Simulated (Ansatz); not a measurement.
## PbSe in the rock salt structure (space group Fm-3m, No. 225)

```xyz
2
Lattice="0.0000 3.0889 3.0889 3.0889 0.0000 3.0889 3.0889 3.0889 0.0000" Properties=species:S:1:pos:R:3 pbc="T T T"
Se     0.0000     0.0000     0.0000
Pb     3.0889     3.0889     3.0889
```

The values are results of r2SCAN/PAW in Ansatz (an electronic-structure program), spin-orbit coupling left out, earlier PAW set, not measurements. k-mesh 9×9×9 (Γ-centred); smearing 0.05 eV (Fermi–Dirac).

```yaml
volume_per_atom: 29.47 Å³
density: 8.06 g/cm³
band_gap: 0.67 eV, direct at L
electron_mass: 0.19 mₑ along k, 0.14 mₑ across
hole_mass: 0.25 mₑ along k, 0.11 mₑ across
Lowest conduction-band minima above the VBM: L along ⟨111⟩ 0.67 eV; a point along ⟨110⟩, about 0.6 Å⁻¹ from Γ 1.47 eV
total_energy: -8701.202 eV/atom (σ→0; compares only within this code and set-up)
```

Spin-orbit coupling, missing from the scalar runs, can matter with Pb. Masses are band curvatures over ±0.01 Å⁻¹ around the edge. Along k means along the line from Γ to the band edge. No phonon test of stability was made.
